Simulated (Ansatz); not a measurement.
**CdS under a change: pressure 75 GPa**

Base system: CdS in the zinc blende structure (space group F-43m, No. 216; a = 5.878 Å).

Perturbation: cell and atoms relaxed at a pressure of 75 GPa.

Calculations: Ansatz (a first-principles code), r2SCAN, PAW, cutoff 500 eV, without spin-orbit coupling. k-mesh 10×10×10 (Γ-centred); smearing 0.05 eV (Fermi–Dirac).

The volume per atom shrinks by 9.226 Å³ (25.38 Å³ → 16.16 Å³) and the density increases by 2.698 g/cm³ to 7.42 g/cm³. The shortest interatomic distance drops by 0.356 Å, from 2.545 Å to 2.189 Å and the enthalpy H = E + PV relative to the base's energy is +8.99 eV/atom. The band gap increases by 0.744 eV, from 1.54 eV to 2.29 eV and the gap character is still direct at Γ. The width of the top valence band goes up by 2.04 eV, from 2.16 eV to 4.20 eV and the electron mass changes from 0.15 mₑ (at Γ) to 0.20 mₑ (at Γ). The hole mass (degenerate bands, along [100]) changes from 0.16, 0.78, 0.78 mₑ (at Γ) to 0.22, 0.43, 0.43 mₑ (at Γ) and the valley order (the lowest conduction-band minima on the path, energy above the VBM, named in the base's zone) becomes Γ 2.29 eV; X along ⟨100⟩ 2.87 eV; L along ⟨111⟩ 3.61 eV (base: Γ 1.54 eV; L along ⟨111⟩ 3.44 eV; X along ⟨100⟩ 3.89 eV).

Final structure:

```
CdS
1.0
    0.00000     2.52809     2.52809
    2.52809     0.00000     2.52809
    2.52809     2.52809     0.00000
S Cd
1 1
Cartesian
  3.79213   3.79213   3.79213
  0.00000   0.00000   0.00000
```

Cost of the whole job for the changed cell (relaxation, final SCF and bands): around 80 core-seconds (rough).

Load acts through the strain it causes; cell and atoms are relaxed under it. Masses are band curvatures over ±0.01 Å⁻¹ around the edge. Whether these cells are dynamically stable was not tested. Tetrahedral semiconductors of this kind turn to denser phases somewhere between about 1 and 50 GPa; those were not computed, so compressed cells here can lie past the real transition.
